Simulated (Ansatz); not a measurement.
CsCl-type NiAl

Level of theory: PBE0-D3(BJ) in Ansatz (PAW).

Numerical settings: plane-wave cutoff 460 eV, 10×10×10 k mesh, Fermi–Dirac smearing 0.05 eV, no spin polarisation, scalar-relativistic PAW data made under PBE.

Cell (relaxed at this level):

Space group Pm-3m (No. 221); a = b = c = 2.825 Å, α = β = γ = 90.00°

```csv
atom,site,symmetry,x,y,z
Al,1b,m-3m,0.5000,0.5000,0.5000
Ni,1a,m-3m,0.0000,0.0000,0.0000
```

```yaml
bulk modulus B0: 191 GPa
```

Measured, for comparison: bulk modulus 156 GPa (room temperature, no zero-point or thermal correction; as tabulated in Yamada et al. (2019), arXiv:1910.09660). Computed (rounded) less measured: bulk modulus +22 %.

Note: the run has no spin polarisation, so it can have missed a magnetic state.

The computed numbers hold no vibrational or temperature effects.

Computing time: roughly 11 core-minutes.

Ansatz is an electronic-structure program.
